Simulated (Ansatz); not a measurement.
# 1T (CdI2-type) PtTe2

Level of theory: PBE-D4 (plane waves, PAW; Ansatz, a program for electronic structure).

Numerical settings: plane-wave cutoff 520 eV, 18×18×12 k mesh (along the axes of the cell as run), Fermi–Dirac smearing 0.071 eV (set by the program), scalar-relativistic PAW data made under PBE.

Cell (relaxed at this level):

```cif
data_PtTe2
_chemical_formula_sum 'Te2 Pt1'
_space_group_name_H-M_alt 'P-3m1'
_space_group_IT_number 164
_space_group_name_Hall '-P 3 2"'
_cell_length_a 4.05394
_cell_length_b 4.05394
_cell_length_c 5.09335
_cell_angle_alpha 90.000
_cell_angle_beta 90.000
_cell_angle_gamma 120.000
loop_
_atom_site_label
_atom_site_type_symbol
_atom_site_symmetry_multiplicity
_atom_site_Wyckoff_symbol
_atom_site_fract_x
_atom_site_fract_y
_atom_site_fract_z
_atom_site_occupancy
Te1 Te 2 d 0.33333 0.66667 0.26686 1
Pt1 Pt 1 a 0.00000 0.00000 0.00000 1
```

```yaml
elastic constant C11: 166 GPa
elastic constant C12: 54.1 GPa
elastic constant C13: 46.7 GPa
elastic constant C33: 78.3 GPa
elastic constant C44: 48.0 GPa
elastic constant C66: 55.9 GPa
Voigt–Reuss–Hill bulk modulus: 73.1 GPa
Voigt–Reuss–Hill shear modulus (Hill average): 42.7 GPa
young_modulus: 107 GPa
poisson_ratio: 0.256
```

Note: the dispersion coefficients are held fixed in the derivatives.

Elastic constants are with the ions relaxed.

Spin–orbit coupling is not included.

Computing time: very roughly 100 core-minutes.
